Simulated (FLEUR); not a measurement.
## Short convergence ladders for ZnNi (P4mm, 2 atoms in the cell)

```
ZnNi
1.0
    2.71006     0.00000     0.00000
    0.00000     2.71006     0.00000
    0.00000     0.00000     3.19786
Zn Ni
1 1
Direct
  0.50000   0.50000   0.51563
  0.00000   0.00000   0.00000
```

Base method: LDA (Perdew-Zunger), all-electron FLAPW (FLEUR), scalar-relativistic valence in FLEUR.

Base settings: Kmax = 3.6 1/bohr; GmaxXC = 10.8 1/bohr; xcFunctional = pz; jspins = 1; l_soc = F; mode = hist; fermiSmearingEnergy = 0.00367493 Htr; mesh (inpgen div1-3) = 7 7 6; inpgen gamma flag = true; Gmax = 10.8 1/bohr.

Core times come from one kind of shared machine, to one figure; runs under 30 s give none.

**The k-point mesh**

Moved along: kpt_gamma.

The second cell is the first with its lattice scaled by 0.98.

Only quantities that move along the ladder and can be compared are tabulated.

| kpt_div | free energy less the last step's (meV/atom) | energy of the compressed cell less the first (meV/atom) |
|---|---|---|
| 2 2 2 | 467.87 | -29.90 |
| 3 3 3 | -9.88 | -1.00 |
| 4 4 4 | 3.96 | -25.75 |
| 5 5 5 | 2.40 | -28.40 |
| 7 7 6 | 2.90 | -29.25 |
| 16 16 13 | 0.00 | -25.91 |

Coarsest kpt_div that holds the free energy within 5 meV/atom: not settled: the last two steps still differ by 2.9 meV/atom, over half the tolerance, so the ladder does not show it.

Coarsest kpt_div that holds the energy of the compressed cell less the first within 2 meV/atom: not settled: the last two steps still differ by 3.3 meV/atom, over half the tolerance, so the ladder does not show it.

**The k-point mesh at a smearing width of 0.02 eV**

In this ladder: fermiSmearingEnergy = 0.00073499 Htr. Moved along: kpt_gamma.

Only quantities that move along the ladder and can be compared are tabulated.

| kpt_div | free energy less the last step's (meV/atom) | core time / last (rough) |
|---|---|---|
| 4 4 4 | 11.13 | – |
| 6 6 5 | 6.67 | – |
| 9 9 8 | 1.51 | 0.1 |
| 13 13 11 | -0.32 | 0.4 |
| 19 19 17 | 0.00 | 1 |

Coarsest kpt_div that holds the free energy within 1 meV/atom of the last step, with all finer ones: 13 13 11, at about 0.4 of the last step's time; the step before is off by 1.5 meV/atom.

**The k-point mesh at a smearing width of 0.3 eV**

In this ladder: fermiSmearingEnergy = 0.0110248 Htr. Moved along: kpt_gamma.

Only quantities that move along the ladder and can be compared are tabulated.

| kpt_div | free energy less the last step's (meV/atom) | core time / last (rough) |
|---|---|---|
| 4 4 4 | -11.06 | – |
| 6 6 5 | -1.42 | – |
| 9 9 8 | 0.37 | 0.1 |
| 13 13 11 | -0.11 | 0.2 |
| 19 19 17 | 0.00 | 1 |

Coarsest kpt_div that holds the free energy within 0.5 meV/atom of the last step, with all finer ones: 9 9 8, at about 0.1 of the last step's time; the step before is off by 1.4 meV/atom.

On the base run: the starting cell comes from a database of computed structures (which also holds hypothetical and non-ambient phases and stackings), without a prior relaxation at this level. Its lattice was rescaled by up to half a per cent. One atom was moved a little off its site on purpose. Spin polarisation is off. Values depend on the basis (sphere radii, cutoffs, local orbitals), which need not be converged.
